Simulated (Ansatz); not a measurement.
The parent structure is GaS in the beta-GaS type structure (space group P6_3/mmc, No. 194; a = 3.534 Å, c = 15.041 Å; layered, stacked along the Cartesian z axis).

The values are results of PBEsol-D3(BJ) (Ansatz, an electronic-structure program), without spin-orbit coupling, earlier PAW set, not measurements.

Base values:

| Item | Value |
|---|---|
| Gap character | indirect, Γ → M |

One thing is altered: an isotropic linear strain of −1.95 %, atoms relaxed at fixed cell.

Problem. How does this affect the largest internal atomic displacement?

Solution. The largest internal atomic displacement is 0.058 Å.

Problem. What does the calculation give for the gap character after the change?

Solution. The gap character changes from indirect, Γ → M to indirect, Γ → K.

No phonon test of stability was made.
